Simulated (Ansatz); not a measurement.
Results of PBEsol in Ansatz (plane waves, PAW) for Au (Im-3m, No. 229, 1 atom in the cell; start mp-2647062; another form than the element's usual one).

Settings: plane-wave cutoff 520 eV, 24×24×24 k mesh, Fermi–Dirac smearing 0.05 eV, scalar-relativistic PAW data made under PBE.

Cell (relaxed at this level):

```xyz
1
Lattice="-1.6213 1.6213 1.6213 1.6213 -1.6213 1.6213 1.6213 1.6213 -1.6213" Properties=species:S:1:pos:R:3 pbc="T T T"
Au     0.0000     0.0000     0.0000
```

Task: Predict the bulk modulus.

Result: 
bulk modulus: 174 GPa

The run finds no gap.

Note: the bulk modulus is −V dP/dV from two relaxed cells at ±2 % in volume; the relaxation could not lower the start's symmetry, so the cell can be a saddle point above a distorted one.

Spin–orbit coupling is not included; it can shift volumes and moduli of such heavy elements.

Static lattice: no zero-point or thermal effects.

It cost very roughly 24 core-seconds of CPU time.

A start named mp-… is a Materials Project structure, which need not be a measured phase.

Ansatz is an electronic-structure program.
